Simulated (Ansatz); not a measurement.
Consider AlN in the wurtzite structure (space group P6_3mc, No. 186; a = 3.089 Å, c = 4.943 Å). Axes: x lies along a and z along c of the hexagonal cell.

All numbers come from LDA, PAW, 420 eV (Ansatz, a first-principles code; spin-orbit coupling left out).

Strains are applied to the cell and any free atomic positions relax.

One change was made to it. Results:

| quantity | base | after |
|---|---|---|
| electron mass | 0.32 mₑ (at Γ) | 0.28 mₑ along z, 0.32 mₑ across (at Γ) |
| band gap | 4.42 eV | 4.32 eV |
| valence-band top at Γ (three highest levels, from the VBM) | 0.00, -0.23, -0.23 eV | 0.00, -0.02, -0.02 eV |

Task: Which change produced these results?
A) uniaxial strain ε_zz = +2.40 %
B) uniaxial strain ε_zz = +3.00 %
C) uniaxial strain ε_zz = +1.20 %

Result: A, uniaxial strain ε_zz = +2.40 %. For comparison, the band gap in the other runs: uniaxial strain ε_zz = +3.00 % gives 4.26 eV; uniaxial strain ε_zz = +1.20 % gives 4.37 eV.

Effective masses come from finite differences of ±0.01 Å⁻¹. Stability against distortions was not tested.
